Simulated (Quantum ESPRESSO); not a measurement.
```yaml
crystal:
  lattice:
    - [0.00000, 3.38700, 3.38700]
    - [3.38700, 0.00000, 3.38700]
    - [3.38700, 3.38700, 0.00000]
  atoms:
    - { symbol: Nb, position: [0.00000, 0.00000, 0.00000] }
    - { symbol: Nb, position: [0.25000, 0.25000, 0.25000] }
    - { symbol: Co, position: [0.62500, 0.62500, 0.62500], spin: 3.0 }
    - { symbol: Co, position: [0.12500, 0.62500, 0.62500], spin: 3.0 }
    - { symbol: Co, position: [0.62500, 0.62500, 0.12500], spin: 3.0 }
    - { symbol: Co, position: [0.62500, 0.12500, 0.62500], spin: 3.0 }
```
(The spins are starting values, not results.)

Method of the run: PBEsol, PSlibrary ultrasoft (PBE) pseudopotentials (plane waves; Quantum ESPRESSO).

The set-up and first iterations of a Quantum ESPRESSO log for NbCo2 (Fd-3m, 6 atoms in the cell):

```
     file Nb.pbe-spn-rrkjus_psl.1.0.0.UPF: wavefunction(s)  4S 4P renormalized
     file Co.pbe-n-rrkjus_psl.1.0.0.UPF: wavefunction(s)  3D renormalized

     Message from routine setup:
     using ibrav=0 with symmetry is DISCOURAGED, use correct ibrav instead
     G-vector sticks info
     --------------------
     sticks:   dense  smooth     PW     G-vecs:    dense   smooth      PW
     Sum        1879    1237    367                53089    28811    4645

     bravais-lattice index     =            0
     lattice parameter (alat)  =       9.0517  a.u.
     unit-cell volume          =     524.4115 (a.u.)^3
     number of atoms/cell      =            6
     number of atomic types    =            2
     number of electrons       =        62.00
     number of Kohn-Sham states=           37
     kinetic-energy cutoff     =      55.0000  Ry
     charge density cutoff     =     330.0000  Ry
     scf convergence threshold =      1.0E-11
   [... lines left out ...]
         4        Co     tau(   4) = (   0.8838835   0.5303301   0.5303301  )
         5        Co     tau(   5) = (   0.5303301   0.5303301   0.8838835  )
         6        Co     tau(   6) = (   0.5303301   0.8838835   0.5303301  )

   Crystallographic axes

     site n.     atom                  positions (cryst. coord.)
         1        Nb     tau(   1) = (  0.0000000  0.0000000  0.0000000  )
         2        Nb     tau(   2) = (  0.2500000  0.2500000  0.2500000  )
         3        Co     tau(   3) = (  0.6250000  0.6250000  0.6250000  )
         4        Co     tau(   4) = (  0.1250000  0.6250000  0.6250000  )
         5        Co     tau(   5) = (  0.6250000  0.6250000  0.1250000  )
         6        Co     tau(   6) = (  0.6250000  0.1250000  0.6250000  )

     number of k points=    28  Gaussian smearing, width (Ry)=  0.0221
                       cart. coord. in units 2pi/alat
        k(    1) = (   0.0589256   0.0589256   0.0589256), wk =   0.0092593
        k(    2) = (   0.1767767   0.1767767  -0.0589256), wk =   0.0277778
        k(    3) = (   0.2946278   0.2946278  -0.1767767), wk =   0.0277778
   [... 25 lines left out ...]

     Dense  grid:    53089 G-vectors     FFT dimensions: (  60,  60,  60)

     Smooth grid:    28811 G-vectors     FFT dimensions: (  48,  48,  48)

     Initial potential from superposition of free atoms

     starting charge      61.9963, renormalised to      62.0000
     Self-consistent Calculation

     iteration #  1     ecut=    55.00 Ry     beta= 0.20

---- Real-time Memory Report at c_bands before calling an iterative solver
           226 MiB given to the printing process from OS
           178 MiB allocation reported by mallinfo(arena+hblkhd)
------------------

     total energy              =    -538.91840835 Ry
     estimated scf accuracy    <       0.70025987 Ry

     total magnetization       =     5.48 Bohr mag/cell
     absolute magnetization    =     5.63 Bohr mag/cell

     iteration #  2     ecut=    55.00 Ry     beta= 0.20

---- Real-time Memory Report at c_bands before calling an iterative solver
           355 MiB given to the printing process from OS
           194 MiB allocation reported by mallinfo(arena+hblkhd)
------------------

     total energy              =    -538.99097070 Ry
     estimated scf accuracy    <       1.00680748 Ry

     total magnetization       =     7.54 Bohr mag/cell
     absolute magnetization    =     7.65 Bohr mag/cell

     iteration #  3     ecut=    55.00 Ry     beta= 0.20

---- Real-time Memory Report at c_bands before calling an iterative solver
           357 MiB given to the printing process from OS
           195 MiB allocation reported by mallinfo(arena+hblkhd)
------------------

     total energy              =    -539.04802309 Ry
     estimated scf accuracy    <       0.11824102 Ry

     total magnetization       =     6.20 Bohr mag/cell
   [... lines left out ...]
```

**Question.** Will this run converge, and how will it end?

**Answer.** The run converged in 46 iterations. Convergence of the loop says nothing yet on basis, mesh or lower states. It ends on: free energy E − TS -7335.2338 eV; Fermi level (on the code's own zero) 16.23 eV; pressure -13.08 GPa; size of the cell's spin moment 0.00 μB. The log goes on:

```
   [... 41 blocks of this kind left out ...]

     iteration # 45     ecut=    55.00 Ry     beta= 0.20

---- Real-time Memory Report at c_bands before calling an iterative solver
   [... lines left out ...]

     iteration # 46     ecut=    55.00 Ry     beta= 0.20

---- Real-time Memory Report at c_bands before calling an iterative solver
           372 MiB given to the printing process from OS
           208 MiB allocation reported by mallinfo(arena+hblkhd)
------------------

     Magnetic moment per site  (integrated on atomic sphere of radius R)
     atom   1 (R=0.242)  charge= 10.6243  magn= -0.0000
     atom   2 (R=0.242)  charge= 10.6243  magn= -0.0000
     atom   3 (R=0.206)  charge=  7.4675  magn=  0.0002
     atom   4 (R=0.206)  charge=  7.4675  magn=  0.0002
     atom   5 (R=0.206)  charge=  7.4675  magn=  0.0002
     atom   6 (R=0.206)  charge=  7.4675  magn=  0.0002
     End of self-consistent calculation

     the Fermi energy is    16.2313 ev

!    total energy              =    -539.12973844 Ry
     estimated scf accuracy    <          3.8E-12 Ry
     smearing contrib. (-TS)   =      -0.03232300 Ry
     internal energy E=F+TS    =    -539.09741545 Ry

     total magnetization       =     0.00 Bohr mag/cell
     absolute magnetization    =     0.00 Bohr mag/cell

     convergence has been achieved in  46 iterations

     Forces acting on atoms (cartesian axes, Ry/au):

     atom    1 type  1   force =     0.00000000   -0.00000000   -0.00000000
   [... zero for the other atoms too ...]

     Total force =     0.000000     Total SCF correction =     0.000000

          total   stress  (Ry/bohr**3)                   (kbar)     P=     -130.83
  -0.00088937  -0.00000000  -0.00000000         -130.83       -0.00       -0.00
  -0.00000000  -0.00088937  -0.00000000           -0.00     -130.83       -0.00
  -0.00000000  -0.00000000  -0.00088937           -0.00       -0.00     -130.83

   JOB DONE.
```

For comparison: a first run was changed to give this one (degauss: 0.0147 Ry → 0.02205 Ry), and from it to this one the free energy falls by 20.7 meV/atom, the pressure goes from -13.28 to -13.08 GPa and the size of the net moment goes from 0.13 to 0.00 μB/atom.

The starting cell comes from a database of published, mostly measured structures (it also holds non-ambient and calculated ones), without a prior relaxation at this level. The starting moments vanished: the run ended non-magnetic, which need not be the lowest state. With a pressure of about -13 GPa the cell is away from its equilibrium volume at this level.

The run was DFT, PBEsol, plane waves, PSlibrary ultrasoft (PBE) pseudopotentials. Main settings of its input:

ecutwfc: 55 Ry
ecutrho: 330 Ry
occupations: smearing
smearing: gauss
degauss: 0.02205 Ry
nspin: 2
input_dft: pbesol
potentials: {Nb: Nb.pbe-spn-rrkjus_psl.1.0.0.UPF, Co: Co.pbe-n-rrkjus_psl.1.0.0.UPF}
K_POINTS: automatic 6 6 6 1 1 1
conv_thr: 1e-11 Ry
mixing_beta: 0.2
